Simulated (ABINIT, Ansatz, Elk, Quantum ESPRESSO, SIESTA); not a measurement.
**One structure in several programs: HfO2 (Fm-3m, 3 atoms in the cell)**

Self-consistent single point.

```
HfO2
1.0
    0.00000     2.47255     2.47255
    2.47255     0.00000     2.47255
    2.47255     2.47255     0.00000
Hf O
1 2
Direct
  0.00000   0.00000   0.00000
  0.75000   0.75000   0.75000
  0.25000   0.25000   0.25000
```

Shared settings, as Ansatz (an electronic-structure program) writes them: kpoints.mp_grid.grid = 12 12 12; magnetization.spin_orbit = true; scf.occupations.method = fixed. Potentials and cutoffs stand in the table.

| code | model | pressure (GPa) | gap on the mesh (eV) | cutoff |
|---|---|---|---|---|
| ABINIT | PBE, spin-orbit coupling, norm-conserving pseudopotentials (PseudoDojo nc-fr-04 PBE standard) | 23.85 | 4.049 | 42 Ha |
| SIESTA | GGA PBE with spin-orbit coupling, numerical atomic orbitals TZP, PseudoDojo PBE fully relativistic norm-conserving potentials (rewritten from UPF to PSML) | – | 3.839 | grid 300 Ry |
| Ansatz | PBE with spin-orbit coupling, PAW files | 26.40 | 3.970 | default |
| Elk | PBE, spin-orbit coupling in second variation, all-electron FP-LAPW, Elk's shipped species files, APW+lo basis with extra local orbitals | – | 3.916 | rgkmax 7.5 |
| Quantum ESPRESSO | PBE, spin-orbit coupling, PseudoDojo fully relativistic norm-conserving (PBE) pseudopotentials | 23.86 | 4.049 | 85 Ry |

A dash marks a value that a program does not give, or that is left out as unsure.

Gaps are read on the mesh.

The spread over the programs that give each value: pressure within 2.55 GPa; gap on the mesh within 0.210 eV.

SIESTA uses small atom-centred bases, whose incompleteness enters pressures, forces and empty levels differently from a plane-wave cutoff. Elk treats all electrons, but the usual bases taken here (sphere radii, linearisation, local orbitals, empty states) were not tested for convergence, so the values are no reference for the others. Ansatz's pressure is given at a fixed set of plane waves, as the other plane-wave codes print theirs; with its correction for the finite basis it is 27.01 GPa (the shift of 0.61 GPa shows how far the cutoff is from converged). In the pressure, Ansatz (by 2.54) lies more than 1 GPa from the median of the plane-wave programs. In the gap, SIESTA (by 0.209) and Elk (by 0.133) lie more than 0.12 eV from the median of the plane-wave programs.

The starting cell comes from a database of computed structures (which also holds hypothetical and non-ambient phases and stackings), without a prior relaxation at this level. Its lattice was rescaled by a random factor within 2.5 % of one.

Left out of this page: FLEUR (stopped by limits of time or memory).

Keys are those of Ansatz 0.2.
